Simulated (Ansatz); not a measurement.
The starting structures come from a database of crystals and need not be the phases stable at ambient conditions.

Tunnelling through a barrier is set by its complex band structure: the current falls as exp(−2κd) with the smallest κ.

Data:

```xyz
14
Lattice="6.9107 0.0000 0.0000 0.0000 6.9107 0.0000 3.4553 -3.4553 3.3876" Properties=species:S:1:pos:R:3 pbc="T T T"
Zr     1.7277     0.0000     0.8469
Zr     5.1830     0.0000     2.5407
Zr     3.4553     4.3192     1.6938
Zr     6.9107     2.5915     1.6938
Zr     9.5022     1.7277     3.3876
Zr     7.7745    -1.7277     3.3876
N      4.7327     2.1780     2.1353
N      7.3610     0.4503     2.9461
N      5.6333    -2.1780     2.1353
N      3.0050    -0.4503     2.9461
N      2.1780     2.1780     1.2523
N      6.4604     0.4503     0.4415
N      1.2774     4.7327     1.2523
N      3.9056    -0.4503     0.4415
```

Space group of this cell: I-42d. The cell is strained (lengths across the current scaled by 1.02, ions clamped); by PBEsol its mean pressure is -14.7 GPa.

Transport runs along the normal of the first two printed cell vectors, the (001) (indices of the unstrained crystal) plane of the conventional cell.

No gap correction and no spin-orbit coupling; mid-gap values are interpolated between computed energies.

Problem. Compute, with PBEsol (Ansatz, a program for electronic structure), the band gap and the smallest decay constant κ at mid-gap.

Solution. Gap 0.55 eV on a 10×10×10 mesh; κ = 0.136 1/Å, at the zone centre.
